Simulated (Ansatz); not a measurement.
Worked calculations on one periodic cell of amorphous Zr₂₀O₄₁Ag₂: Zr20O41Ag2, 63 atoms, volume 819.4 Å³, made by a melt-quench on the CHGNet potential and relaxed with DFT. O atoms were pushed apart under 1.9 Å during the dynamics, to hinder bonds among them. It is a model cell: composition and starting density were chosen by hand, and all elements were melted together. Cycles of charging were run to anneal it. The numbers are results of PBE, scalar-relativistic without spin-orbit coupling (plane waves to 420 eV, PAW; Ansatz, a quantum-chemistry and plane-wave program), not measurements. Sampling: a 2×2×2 Γ-centred mesh; Fermi-Dirac width 0.02 eV; no spin polarisation. Its volume was held where the quench left it, its shape was free, and it stands at a mean pressure of -1.6 GPa with stress components up to 1.9 GPa; the relaxation ran on the zone centre alone. Its density went from a set 5.46 to 5.46 g/cm³. The cell is small and was quenched far faster than a real film, so it is one sample of the glass.

Four energies for an added electron at PBE on the zone centre alone (charged cells in a uniform background, spin-polarised): neutral at the neutral geometry -122216.615 eV; charged at the neutral geometry -122204.241 eV; charged and relaxed -122204.797 eV; neutral at the charged geometry -122216.024 eV.

Q: Find the two relaxation energies and their sum, the reorganisation energy.

A: On charging: -122204.241 − (-122204.797) = 0.556 eV. On discharging: -122216.024 − (-122216.615) = 0.591 eV. The sum is 1.147 eV. The carrier's level spreads over 9 of the 63 atoms' worth, so it counts as partly localised, most on one Ag atom with neighbours O 2.34 Å, O 2.36 Å, O 2.39 Å, O 2.43 Å, Zr 3.05 Å, Zr 3.15 Å (neutral geometry). The values are uncorrected: the image energy of a point charge in this cell, 2.84 × 14.40 / (2 × 9.4) = 2.2 eV before screening, is screened by electrons alone at the fixed geometry and by ions too after relaxing, and the carrier can be spread before it relaxes, so each term can be off by up to that value times 1/ε∞, some tenths of an eV. PBE's self-interaction favours spread-out carriers, so a hybrid can localise more.

Four energies for a hole at PBE on the zone centre alone (charged cells in a uniform background, spin-polarised): neutral at the neutral geometry -122216.615 eV; charged at the neutral geometry -122225.938 eV; charged and relaxed -122226.158 eV; neutral at the charged geometry -122216.137 eV.

Q: Find the two relaxation energies and their sum, the reorganisation energy.

A: On charging: -122225.938 − (-122226.158) = 0.220 eV. On discharging: -122216.137 − (-122216.615) = 0.478 eV. The sum is 0.698 eV. The carrier's level spreads over 7 of the 63 atoms' worth, so it counts as partly localised, most on one O atom with neighbours Zr 2.06 Å, Zr 2.12 Å, Zr 2.31 Å, Ag 2.39 Å (neutral geometry). The values are uncorrected: the image energy of a point charge in this cell, 2.84 × 14.40 / (2 × 9.4) = 2.2 eV before screening, is screened by electrons alone at the fixed geometry and by ions too after relaxing, and the carrier can be spread before it relaxes, so each term can be off by up to that value times 1/ε∞, some tenths of an eV. PBE's self-interaction favours spread-out carriers, so a hybrid can localise more.
